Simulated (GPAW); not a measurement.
Worked example: self-consistent single point of MgNi3C (Pm-3m, 5 atoms in the cell) in GPAW.

Level of theory: PBEsol, GPAW PAW datasets PBEsol (made by gpaw-setup) (plane waves; GPAW 25.7.0).

```xyz
5
Lattice="3.7019 0.0000 0.0000 0.0000 3.7019 0.0000 0.0000 0.0000 3.7019" Properties=species:S:1:pos:R:3 pbc="T T T"
Mg     0.0000     0.0000     0.0000
Ni     0.0000     1.8509     1.8509
Ni     1.8509     0.0000     1.8509
Ni     1.8509     1.8509     0.0000
C      1.8509     1.8509     1.8509
```
Moments meant for the start (each program seeds them in its own way; μB, in the order of the atoms Mg Ni Ni Ni C): 0.0 2.0 2.0 2.0 0.0.

Reference input (self-consistent single point, DFT LDA (Perdew-Wang 92), plane waves, GPAW PAW datasets LDA (gpaw-data 1.0.1)): spinpol = true; mode = pw; ecut = 900 eV; xc = LDA; kpts = 9 9 9; mesh shift (steps) = 0 0 0; occupations.name = methfessel-paxton; occupations.width = 0.2 eV; occupations.order = 0; nbands = -9; convergence.density = 1e-05 e/electron; symmetry.symmorphic = false. This run's input differs from it in these lines:

```diff
@@ -19,3 +19,3 @@
             mode=PW(900),
-            xc='LDA',
+            xc='PBEsol',
             kpts=(9, 9, 9),
```

Its files differ too (potentials: GPAW PAW datasets PBEsol (made by gpaw-setup)).

Output (repeated stretches shortened):

```
     iter     time        total  log10-change:  magmom
                         energy   eigst   dens
iter:   1 --:--:--   -35.039367                   +6.0070
iter:   2 --:--:--   -36.006566   -0.28  -1.43    +3.2339
iter:   3 --:--:--   -35.683451   -0.87  -1.50    +1.3604
iter:   4 --:--:--   -35.779034   -1.45  -1.88    +0.9823
iter:   5 --:--:--   -35.895132   -2.07  -1.97    +0.2418
iter:   6 --:--:--   -35.861224   -2.99  -2.22    +0.0982
iter:   7 --:--:--   -35.891977   -2.50  -2.39    -0.0178
iter:   8 --:--:--   -35.892627   -3.41  -2.73    -0.0338
iter:   9 --:--:--   -35.886404c  -4.36  -2.69    -0.0262
iter:  10 --:--:--   -35.883910c  -4.40  -3.07    -0.0144
iter:  11 --:--:--   -35.883935c  -6.20  -3.93    -0.0117
iter:  12 --:--:--   -35.883912c  -5.74  -3.92    +0.0016
iter:  13 --:--:--   -35.883836c  -6.65  -4.05    +0.0012
iter:  14 --:--:--   -35.883829c  -7.51c -4.47    +0.0009
iter:  15 --:--:--   -35.883823c  -8.28c -4.82    +0.0007
iter:  16 --:--:--   -35.883823c  -9.45c -4.90    +0.0005
iter:  17 --:--:--   -35.883822c  -8.78c -4.94    +0.0001
iter:  18 --:--:--   -35.883821c  -9.45c -5.02c   -0.0001
Converged after 18 iterations.

Dipole moment: (-0.000000, -0.000000, -0.000000) |e|*Ang

Total magnetic moment: (0.000000, 0.000000, -0.000080)
Local magnetic moments:
   0 Mg ( 0.000000,  0.000000,  0.000001)
   1 Ni ( 0.000000,  0.000000, -0.000028)
   2 Ni ( 0.000000,  0.000000, -0.000028)
   3 Ni ( 0.000000,  0.000000, -0.000028)
   4 C  ( 0.000000,  0.000000, -0.000001)

Energy contributions relative to reference atoms: (reference = -130458.413787)

Kinetic:        +41.436152
Potential:      -29.295302
External:        +0.000000
XC:             -48.067146
Entropy (-ST):   -0.084419
Local:           +0.084684
SIC:             +0.000000
--------------------------
Free energy:    -35.926031
Extrapolated:   -35.883821

Spin contamination: 0.000005 electrons
Showing only first 2 kpts
   [... lines left out ...]
Fermi level: 8.79504
No gap
   [... lines left out ...]
Energy (eV): -35.883821

Forces in eV/Ang:
  0 Mg    0.00000    0.00000    0.00000
  1 Ni    0.00000    0.00000    0.00000
  2 Ni    0.00000    0.00000    0.00000
  3 Ni    0.00000    0.00000    0.00000
  4 C     0.00000    0.00000    0.00000

Stress tensor:
    -0.094128     0.000000     0.000000
     0.000000    -0.094128     0.000000
     0.000000     0.000000    -0.094128
Stress (GPa, Voigt): [-15.081 -15.081 -15.081   0.      0.      0.   ]
```

The run converged in 18 iterations. GPAW prints stress with tension positive. 

At such cutoffs GPAW's stress carries a finite-basis (Pulay) error, which enters relaxed cells too; its log prints stress with tension positive.

The starting cell comes from a database of computed structures (which also holds hypothetical and non-ambient phases and stackings), without a prior relaxation at this level. Its lattice was rescaled by a random factor within 2.5 % of one. The starting moments vanished: the run ended non-magnetic, which need not be the lowest state.

Cost on one core of a shared machine: roughly 5 min.
